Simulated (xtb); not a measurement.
xtb 6.7.1, GFN2-xTB: Sn(OH)(OEt)(NH2)2 (CC[O][Sn]([NH2])([NH2])[OH]), 17 atoms. The geometry is a generated start, not checked to be a minimum at this level.

```json
{
  "run_flags": "--grad",
  "method": "GFN2-xTB",
  "--acc": "1 (default)",
  "--etemp (K)": "300 (default)",
  "basis_functions": "44",
  "valence_electrons": "44"
}
```

```xyz
17

C     -2.7811    -0.7806     0.1579
C     -1.6209     0.1712    -0.0914
O     -0.4257    -0.5535     0.0608
Sn     1.4125     0.1581    -0.1021
N      2.6101    -0.9129     1.0921
N      1.5093     2.1167     0.3363
O      1.9516    -0.1070    -1.9627
H     -2.7164    -1.6254    -0.5221
H     -2.7416    -1.1536     1.1772
H     -3.7231    -0.2617    -0.0007
H     -1.6631     0.9999     0.6230
H     -1.6974     0.5855    -1.1039
H      2.6881    -1.8722     0.7711
H      2.2271    -0.9593     2.0304
H      2.4417     2.4681     0.1345
H      0.8750     2.6549    -0.2499
H      1.6539    -0.9282    -2.3506
```

One run each on 1 thread. Values of broydamp tried: 0.02, 0.05, 0.1, 0.2, 0.4 (default), 0.6, 0.8, 1.

Problem. Which value of broydamp needs the fewest SCC iterations, and what happens away from it?

Solution. Fewest SCC iterations, within one of each other: 0.2 with 16, 0.4 (default) with 15. The count rises to 24 at 0.02. All converge to one solution.

```csv
broydamp,SCC iterations,end
0.02,24,same solution
0.05,21,same solution
0.1,17,same solution
0.2,16,same solution
0.4 (default),15,same solution
0.6,17,same solution
0.8,18,same solution
1,20,same solution
```
